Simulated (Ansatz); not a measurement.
The reference is BP in the zinc blende structure (space group F-43m, No. 216).

```cif
data_BP
_chemical_formula_sum 'B1 P1'
_space_group_name_H-M_alt 'P 1'
_space_group_IT_number 1
_cell_length_a 3.21618
_cell_length_b 3.21618
_cell_length_c 3.21618
_cell_angle_alpha 60.000
_cell_angle_beta 60.000
_cell_angle_gamma 60.000
loop_
_space_group_symop_operation_xyz
  'x, y, z'
loop_
_atom_site_label
_atom_site_type_symbol
_atom_site_fract_x
_atom_site_fract_y
_atom_site_fract_z
_atom_site_occupancy
B1 B 0.00000 0.00000 0.00000 1
P1 P 0.25000 0.25000 0.25000 1
```

All numbers come from Ansatz (a first-principles code) PBE, scalar-relativistic without spin-orbit coupling.

For the base:

The smallest direct gap is 3.39 eV and the hole mass is 0.26, 0.26, 0.33 mₑ (at Γ). The band gap is 1.25 eV and the lattice parameter a comes out as 4.548 Å.

The change: cell and atoms relaxed at a pressure of 2.1 GPa.

**Question.** How does this affect the smallest direct gap?

**Answer.** The smallest direct gap grows by 0.02 eV (3.39 eV → 3.41 eV).

**Question.** How does this affect the hole mass?

**Answer.** The hole mass (degenerate bands, along [100]) changes from 0.26, 0.26, 0.33 mₑ (at Γ) to 0.26, 0.26, 0.34 mₑ (at Γ).

**Question.** What does the calculation give for the band gap after the change?

**Answer.** The band gap shrinks by 0.02 eV (1.25 eV → 1.23 eV).

**Question.** How does this affect the lattice parameter a?

**Answer.** The lattice parameter a drops by 0.019 Å to 4.529 Å.

Load acts through the strain it causes; cell and atoms are relaxed under it. Masses are band curvatures over ±0.01 Å⁻¹ around the edge. Stability against distortions was not tested.
